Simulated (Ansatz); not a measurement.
The starting structures come from a database of crystals and need not be the phases stable at ambient conditions.

## Evanescent states of Li8PbO6 (R-3, not sure to be the ambient phase, 15 atoms a cell, 9.1 Å³ an atom) along the normal of (001)

Calculation: PBEsol (plane waves, PAW; Ansatz, an electronic-structure program).

No gap correction and no spin-orbit coupling; mid-gap values are interpolated between computed energies.

Energies count from the valence-band top; κ is the least over a 6×6 mesh across the current.

```tsv
E (eV)	κ (1/Å)	where
0.07	0.148	Γ
0.20	0.183	Γ
0.33	0.209	Γ
0.46	0.230	Γ
0.58	0.246	Γ
0.71	0.259	Γ
0.84	0.270	Γ
0.97	0.277	Γ
1.10	0.282	Γ
1.24	0.285	Γ
1.36	0.286	Γ
1.50	0.284	Γ
1.62	0.280	Γ
1.75	0.272	Γ
1.89	0.262	Γ
2.02	0.247	Γ
2.15	0.228	Γ
2.27	0.201	Γ
2.40	0.162	Γ
2.54	0.096	Γ
```

Problem. How thick must the barrier be to attenuate the transmission by 10^6 when the electrodes' Fermi level lies at 0.84 eV, and what attenuation does that film give at 1.62 eV?

Solution. d = 6 ln 10 / (2 × 0.270) = 25.6 Å. At 1.62 eV it gives 6 × 0.280/0.270 = 6.2 decades.
